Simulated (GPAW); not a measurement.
**Input and output of a self-consistent single point for BeS (F-43m, 2 atoms in the cell) (GPAW)**

Computed with PBE, GPAW PAW datasets PBE (gpaw-data 1.0.1) (plane waves; GPAW).

This input was run:

```python
from ase import Atoms
from ase.units import GPa
from gpaw import GPAW, PW

atoms = Atoms(['Be', 'S'],
              cell=[[0.000000, 2.395944, 2.395944],
                    [2.395944, 0.000000, 2.395944],
                    [2.395944, 2.395944, 0.000000]],
              scaled_positions=[[0.000000, 0.000000, 0.000000],
                                [0.750000, 0.750000, 0.750000]],
              pbc=True)

calc = GPAW(mode=PW(800),
            xc='PBE',
            kpts={'size': (8, 8, 8), 'gamma': True},
            occupations={'name': 'fixed-uniform'},
            nbands=-8,
            convergence={'forces': 0.001, 'bands': -6},
            symmetry={'symmorphic': False, 'tolerance': 0.0005},
            maxiter=120,
            txt='-')

atoms.calc = calc

energy = atoms.get_potential_energy()
print('Energy (eV):', round(energy, 6))
forces = atoms.get_forces()
print('Forces (eV/Ang):')
print(forces.round(5))
stress = atoms.get_stress()
print('Stress (GPa, Voigt):', (stress / GPa).round(4))
```

The program printed (abridged):

```
Input parameters:
  convergence: {bands: -6,
                forces: 0.001}
  kpts: {gamma: True,
         size: (8, 8, 8)}
  maxiter: 120
  mode: {ecut: 800.0,
         name: pw}
  nbands: -8
  occupations: {name: fixed-uniform}
  symmetry: {symmorphic: False,
             tolerance: 0.0005}
  xc: PBE

species:
  Be:
    name: Beryllium
    Z: 4.0
    valence: 2
    core: 2
    charge: 0.0
    file: Be.PBE.gz

    # Using partial waves for Be as LCAO basis

  S:
    name: Sulfur
    Z: 16.0
    valence: 6
    core: 10
    charge: 0.0
    file: S.PBE.gz

    # Using partial waves for S as LCAO basis

Reference energy: -11255.804871  # eV

Spin-paired calculation

Convergence criteria:
 Maximum [total energy] change in last 3 cyles: 0.0005 eV / valence electron
 Maximum integral of absolute [dens]ity change: 0.0001 electrons / valence electron
 Maximum integral of absolute [eigenst]ate change: 4e-08 eV^2 / valence electron
 Maximum change in the atomic [forces] across last 2 cycles: 0.001 eV/Ang OR
Maximum error relative to the maximum force is below inf
 Maximum number of scf [iter]ations: 120

Symmetries present (total): 24
Symmetries with fractional translations: 0
512 k-points: 8 x 8 x 8 Monkhorst-Pack grid + [1/16,1/16,1/16]
29 k-points in the irreducible part of the Brillouin zone
       k-points in crystal coordinates                weights
   0:     0.00000000    0.00000000    0.00000000          1/512
   1:     0.12500000    0.12500000    0.00000000          6/512
   2:     0.12500000    0.12500000    0.12500000          8/512
   [... 7 lines left out ...]
          ...
  28:     0.50000000    0.50000000    0.50000000          4/512

Wave functions: Plane wave expansion
  Cutoff energy: 800.000 eV
  Number of coefficients (min, max): 1387, 1428
  Pulay-stress correction: 0.000000 eV/Ang^3 (de/decut=0.000000)

Occupation numbers: # Uniform distribution of occupation numbers

Eigensolver

Densities:
  Coarse grid: 24*24*24 grid
  Fine grid: 48*48*48 grid
  Total Charge: 0.000000

Density mixing:
  Method: separate
  Backend: pulay
  Linear mixing parameter: 0.05
  old densities: 5
  Damping of long wavelength oscillations: 50

Hamiltonian:
  XC and Coulomb potentials evaluated on a 48*48*48 grid
  External potential:
    NoExternalPotential

XC parameters: PBE with 2 nearest neighbor stencil

Number of atoms: 2
Number of atomic orbitals: 8
Number of bands in calculation: 12
Number of valence electrons: 8
Bands to converge: 6

Density initialized from atomic densities
  8 bands from LCAO basis set
  4 bands from random numbers

Atomic positions and initial magnetic moments

Positions:
   0 Be     0.000000    0.000000    0.000000    ( 0.0000,  0.0000,  0.0000)
   1 S      3.593916    3.593916    3.593916    ( 0.0000,  0.0000,  0.0000)

Unit cell:
           periodic     x           y           z      points  spacing
  1. axis:    yes    0.000000    2.395944    2.395944    24     0.1153
  2. axis:    yes    2.395944    0.000000    2.395944    24     0.1153
  3. axis:    yes    2.395944    2.395944    0.000000    24     0.1153

  Lengths:   3.388376   3.388376   3.388376
  Angles:   60.000000  60.000000  60.000000

Effective grid spacing dv^(1/3) = 0.1258

     iter     time        total  log10-change:
                         energy   eigst   dens  force
iter:   1 --:--:--   -10.036049   +1.05
iter:   2 --:--:--   -10.020289   -0.48  -0.93
iter:   3 --:--:--    -9.909970   -1.51  -0.95
iter:   4 --:--:--    -9.906989   -3.02  -1.65
iter:   5 --:--:--    -9.903740   -2.49  -1.68
iter:   6 --:--:--    -9.901162   -3.43  -2.00
iter:   7 --:--:--    -9.901077c  -4.27  -2.13
iter:   8 --:--:--    -9.900990c  -4.86  -2.72
iter:   9 --:--:--    -9.900989c  -7.04  -3.54
iter:  10 --:--:--    -9.900991c  -6.96  -3.61
iter:  11 --:--:--    -9.900991c  -6.97  -3.78
iter:  12 --:--:--    -9.900991c  -8.67c -5.02c
iter:  13 --:--:--    -9.900991c -10.25c -5.00c -15.93c

Converged after 13 iterations.

Dipole moment: (3.430887, 3.430887, 3.430887) |e|*Ang

Energy contributions relative to reference atoms: (reference = -11255.804871)

Kinetic:        +14.072144
Potential:      -12.630627
External:        +0.000000
XC:             -11.381309
Entropy (-ST):   +0.000000
Local:           +0.038800
SIC:             +0.000000
--------------------------
Free energy:     -9.900991
Extrapolated:    -9.900991

Showing only first 2 kpts
 Kpt  Band  Eigenvalues  Occupancy
  0     2      5.09346    2.00000
  0     3      5.09346    2.00000
  0     4     10.71580    0.00000
  0     5     10.71580    0.00000

  1     2      4.46655    2.00000
  1     3      4.46655    2.00000
  1     4     10.27168    0.00000
  1     5     11.71554    0.00000

Fermi level: 6.60182

Gap: 3.017 eV
Transition (v -> c):
  (s=0, k=0, n=3, [0.00, 0.00, 0.00]) -> (s=0, k=24, n=4, [0.50, 0.50, 0.00])
Direct/indirect transitions are different
Direct gap: 5.622 eV
Transition at: (s=0, k=0, n=3, [0.00, 0.00, 0.00])
Energy (eV): -9.900991

Forces in eV/Ang:
  0 Be   -0.00000    0.00000   -0.00000
  1 S     0.00000    0.00000    0.00000

Stress tensor:
    -0.038492     0.000000    -0.000000
     0.000000    -0.038492     0.000000
    -0.000000     0.000000    -0.038492
Stress (GPa, Voigt): [-6.167 -6.167 -6.167  0.    -0.     0.   ]
```

The run converged in 13 iterations. GPAW prints stress with tension positive.

The starting cell comes from a database of computed structures (which also holds hypothetical and non-ambient phases and stackings), without a prior relaxation at this level. Its lattice was rescaled by a random factor within 2.5 % of one. With a pressure of about 6 GPa the cell is away from its equilibrium volume at this level.
